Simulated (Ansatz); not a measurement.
The starting structures come from a database of crystals and need not be the phases stable at ambient conditions.

Tunnelling through a barrier is set by its complex band structure: the current falls as exp(−2κd) with the smallest κ.

Consider the following.

```
Na2PdSe2
1.0
    5.65540     0.00000     0.00000
    0.00000    11.29773     0.00000
    1.21638     0.00000     3.50409
Na Pd Se
4 2 4
Direct
  0.87304   0.62757   0.56348
  0.12696   0.12757   0.43652
  0.65016   0.90640   0.17492
  0.34984   0.40640   0.82508
  0.27106   0.74839   0.86447
  0.72894   0.24839   0.13553
  0.44452   0.62688   0.27774
  0.55548   0.12688   0.72226
  0.09444   0.86876   0.45278
  0.90556   0.36876   0.54722
```

Space group of this cell: Cmc2_1. The cell is taken as given.

Transport runs along the normal of the first two printed cell vectors.

The gap is the functional's own. No spin-orbit coupling. Mid-gap values are interpolated on the energy grid.

### Question
Estimate the band gap and the smallest decay constant κ at mid-gap that r2SCAN (Ansatz, a first-principles code) returns for this system.

### Answer
Gap 0.91 eV on a 8×4×8 mesh; κ = 0.155 1/Å, at the zone centre.
